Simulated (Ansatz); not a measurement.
We consider SnSe (model structure, started from the GeS type, Pnma, No. 62, 8 atoms in the cell), described by r²SCAN+rVV10 (plane waves, PAW; Ansatz, a program for electronic structure).

Numerical settings: plane-wave cutoff 560 eV, 4×8×8 k mesh (along the axes of the cell as run), Fermi–Dirac smearing 0.01 eV, scalar-relativistic PAW data made under PBE.

Cell (relaxed at this level):

```cif
data_Se4Sn4
_chemical_formula_sum 'Sn4 Se4'
_space_group_name_H-M_alt 'Pnma'
_space_group_IT_number 62
_space_group_name_Hall '-P 2ac 2n'
_cell_length_a 11.52727
_cell_length_b 4.12072
_cell_length_c 4.57787
_cell_angle_alpha 90.000
_cell_angle_beta 90.000
_cell_angle_gamma 90.000
loop_
_atom_site_label
_atom_site_type_symbol
_atom_site_symmetry_multiplicity
_atom_site_Wyckoff_symbol
_atom_site_fract_x
_atom_site_fract_y
_atom_site_fract_z
_atom_site_occupancy
Sn1 Sn 4 c 0.11792 0.25000 0.11591 1
Se1 Se 4 c 0.35360 0.25000 0.01411 1
```

Problem. Estimate the band gap that the calculation returns.

Solution. 
- band gap = 1.04 eV (on the SCF k mesh)

Spin–orbit coupling is not included.

The computed numbers hold no vibrational or temperature effects.

It cost about 22 core-minutes (a rough figure) of CPU time.

A model structure was made by putting elements into a prototype or built by hand; here it ended with the formula and space group of a phase in our tables.
